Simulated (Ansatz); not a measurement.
L1₂ (Cu3Au-type) Pt3Ti was calculated with rVV10 in Ansatz (PAW).

Numerical settings: plane-wave cutoff 520 eV, 14×14×14 k mesh, Fermi–Dirac smearing 0.05 eV, no spin polarisation, scalar-relativistic PAW data made under PBE.

Computed points:

```csv
V (Å³/atom),E − E_lowest (meV/atom)
14.843,44.95
15.159,19.18
15.475,4.62
15.791,0.00
16.107,4.19
16.422,16.19
16.738,35.10
```

Problem. Fit the third-order Birch–Murnaghan equation and give B0 and B′.

Solution. V0 = 15.792 Å³/atom, B0 = 223 GPa, B′ = 5.0 (fit to the energies at full precision).

Measured, for comparison: equilibrium volume per atom 15.01 Å³/atom (temperature not stated, no zero-point or thermal correction; as tabulated in Molecular Dynamics Simulations of PtTi High-Temperature Shape Memory Alloys …). Computed (rounded) less measured: equilibrium volume per atom +5.2 %.

Spin–orbit coupling is not included.

The computed numbers hold no vibrational or temperature effects.

Ansatz is a quantum-chemistry and plane-wave program.
